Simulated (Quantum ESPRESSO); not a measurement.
**Variants of one calculation on CrFeO₃ (R-3, 10 atoms in the cell)**

```cif
data_Cr2Fe2O6
_chemical_formula_sum 'Cr2 Fe2 O6'
_space_group_name_H-M_alt 'P 1'
_space_group_IT_number 1
_cell_length_a 5.50018
_cell_length_b 5.50018
_cell_length_c 5.50018
_cell_angle_alpha 54.972
_cell_angle_beta 54.972
_cell_angle_gamma 54.972
loop_
_space_group_symop_operation_xyz
  'x, y, z'
loop_
_atom_site_label
_atom_site_type_symbol
_atom_site_fract_x
_atom_site_fract_y
_atom_site_fract_z
_atom_site_occupancy
Cr1 Cr 0.35412 0.35412 0.35412 1
Cr2 Cr 0.64588 0.64588 0.64588 1
Fe1 Fe 0.14523 0.14523 0.14523 1
Fe2 Fe 0.85477 0.85477 0.85477 1
O1 O 0.55162 0.93892 0.26852 1
O2 O 0.26852 0.55162 0.93892 1
O3 O 0.93892 0.26852 0.55162 1
O4 O 0.44838 0.06108 0.73148 1
O5 O 0.73148 0.44838 0.06108 1
O6 O 0.06108 0.73148 0.44838 1
```
Moments meant for the start (each program seeds them in its own way; μB, in the order of the atoms Cr Cr Fe Fe O O O O O O): 3.0 3.0 4.0 4.0 0.0 0.0 0.0 0.0 0.0 0.0.

Base run A: PBEsol, GBRV 1.5 ultrasoft (PBESOL) pseudopotentials (Quantum ESPRESSO 7.5), self-consistent single point.

Its settings: ecutwfc = 50 Ry; ecutrho = 400 Ry; occupations = smearing; smearing = gauss; degauss = 0.0099958 Ry; nspin = 2; K_POINTS = automatic 3 3 3 0 0 0; conv_thr = 1e-11 Ry; mixing_beta = 0.3.

The starting cell comes from a database of published, mostly measured structures (it also holds non-ambient and calculated ones), without a prior relaxation at this level. The magnetic order is the one reached from the typed start; others were not searched systematically. In the base run, with a pressure of about -14 GPa the cell is away from its equilibrium volume at this level. In the base run, forces exceed 1 eV/Å. Without a gap this mesh is coarse (it stands for a supercell whose shortest vector is 15 Å).

Total energies depend on the potentials, the functional and any Hubbard or dispersion term, so they are compared only between runs that share all of them.

```csv
run,change,pressure (GPa),largest force (eV/Å),size of the net moment (μB/atom),valence electrons
A,base,-13.86,1.373,1.32,96
B,"ecutwfc: 50 Ry → 95 Ry; ecutrho: 400 Ry → default; pseudopotentials: {Cr: cr_pbesol_v1.5.uspp.F.UPF, Fe: fe_pbesol_v1.5.uspp.F.UPF, O: o_pbesol_v1.2.uspp.F.UPF} → {Cr: Cr.upf, Fe: Fe.upf, O: O.upf}",-13.74,1.412,1.34,96
C,"ecutwfc: 50 Ry → 55 Ry; ecutrho: 400 Ry → 495 Ry; pseudopotentials: {Cr: cr_pbesol_v1.5.uspp.F.UPF, Fe: fe_pbesol_v1.5.uspp.F.UPF, O: o_pbesol_v1.2.uspp.F.UPF} → {Cr: Cr.pbe-spn-kjpaw_psl.1.0.0.UPF, Fe: Fe.pbe-n-kjpaw_psl.1.0.0.UPF, O: O.pbe-n-kjpaw_psl.0.1.UPF}; input_dft: default → pbesol",-14.82,1.285,1.29,80
```

Run C against A: The pressure goes from -13.86 to -14.82 GPa, the largest force goes from 1.373 to 1.285 eV/Å and the size of the net moment goes from 1.32 to 1.29 μB/atom.

Run B against A: The pressure goes from -13.86 to -13.74 GPa, the largest force goes from 1.373 to 1.412 eV/Å and the size of the net moment hardly changes (1.32 to 1.34 μB/atom).
